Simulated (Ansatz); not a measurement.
Base system: MgTe in the wurtzite structure (space group P6_3mc, No. 186; a = 4.608 Å, c = 7.501 Å).

Level of theory: PBE (Ansatz, a program for electronic structure, PAW, no SOC).

Before the change:

| Property | Result |
|---|---|
| Pressure | 0.00 GPa |

It is then changed as follows: the cell is scaled by 1.0167 in all directions; the atoms relax in the strained cell.

Q: What happens to the pressure and energy relative to the base?

A: The pressure (mean of the normal stresses, compression positive) goes from zero to -1.52 GPa; the energy increases by 8.7 meV/atom.

Stability against distortions was not tested.
